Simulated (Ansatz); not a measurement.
Given:

Host crystal: wurtzite AlN, with a band gap (PBE, scalar-relativistic without spin-orbit coupling).

End structure of Pt on the 1x1 (10-10) surface of wurtzite AlN (cut with top plane Al + N), one in a 2x1 cell, started at the site 'hollow Al':

```yaml
crystal:
  lattice:
    - [6.26051, 0.00000, 0.00000]
    - [0.00000, 5.01816, 0.00000]
    - [0.00000, 0.00000, 28.50000]
  atoms:
    - { symbol: Al, position: [0.25000, 0.02241, 0.35083] }
    - { symbol: Al, position: [0.75000, 0.02241, 0.35083] }
    - { symbol: N, position: [0.25000, 0.37314, 0.34316] }
    - { symbol: N, position: [0.75000, 0.37314, 0.34316] }
    - { symbol: Al, position: [0.00000, 0.48987, 0.37024] }
    - { symbol: Al, position: [0.50000, 0.48987, 0.37024] }
    - { symbol: N, position: [0.00000, 0.87145, 0.37292] }
    - { symbol: N, position: [0.50000, 0.87145, 0.37292] }
    - { symbol: Al, position: [0.00000, 0.99850, 0.43815] }
    - { symbol: Al, position: [0.50000, 0.99850, 0.43815] }
    - { symbol: N, position: [0.00000, 0.37756, 0.43675] }
    - { symbol: N, position: [0.50000, 0.37756, 0.43675] }
    - { symbol: Al, position: [0.25000, 0.49439, 0.46754] }
    - { symbol: Al, position: [0.75000, 0.49439, 0.46754] }
    - { symbol: N, position: [0.25000, 0.87668, 0.46832] }
    - { symbol: N, position: [0.75000, 0.87668, 0.46832] }
    - { symbol: Al, position: [0.24979, 0.99599, 0.53220] }
    - { symbol: Al, position: [0.74972, 0.99513, 0.53257] }
    - { symbol: N, position: [0.24973, 0.37674, 0.53119] }
    - { symbol: N, position: [0.74968, 0.37749, 0.53165] }
    - { symbol: Al, position: [0.00173, 0.49747, 0.56208] }
    - { symbol: Al, position: [0.49770, 0.49744, 0.56209] }
    - { symbol: N, position: [0.00164, 0.87743, 0.56371] }
    - { symbol: N, position: [0.49782, 0.87737, 0.56373] }
    - { symbol: Al, position: [0.99461, 0.99021, 0.62920] }
    - { symbol: Al, position: [0.50497, 0.99009, 0.62923] }
    - { symbol: N, position: [0.00152, 0.37199, 0.62590] }
    - { symbol: N, position: [0.49796, 0.37200, 0.62592] }
    - { symbol: Al, position: [0.24968, 0.47661, 0.65964] }
    - { symbol: Al, position: [0.74976, 0.51416, 0.64866] }
    - { symbol: N, position: [0.24978, 0.86180, 0.65916] }
    - { symbol: N, position: [0.74980, 0.86572, 0.65661] }
    - { symbol: Pt, position: [0.24944, 0.10362, 0.71459] }
```

Slab: 33 atoms, 8.9 Å thick at the start under the adsorbate (thin: gaps and levels are the slab's own); k 3x4x1, smearing 0.01 eV, dipole-corrected; 16 atoms held, the rest relaxed; no symmetry held; spin-polarised, no spin-orbit, no U, no dispersion correction. The starting moment vanished. At the end it is bonded to 3 Al + N. In PBE it is, or lies within 0.03 eV of, the lowest of the starts that converged.

A negative adsorption energy means that the adsorbate is more stable on the surface than in its reference.

**Question.** Estimate the change of the step from the bottom to the top vacuum level, against the clean slab that PBE run with Ansatz (a first-principles code) returns for this input.

**Answer.** -0.35 eV

**Question.** Give the adsorption energy against an atom of fcc Pt at the level PBE.

**Answer.** 129 kJ/mol
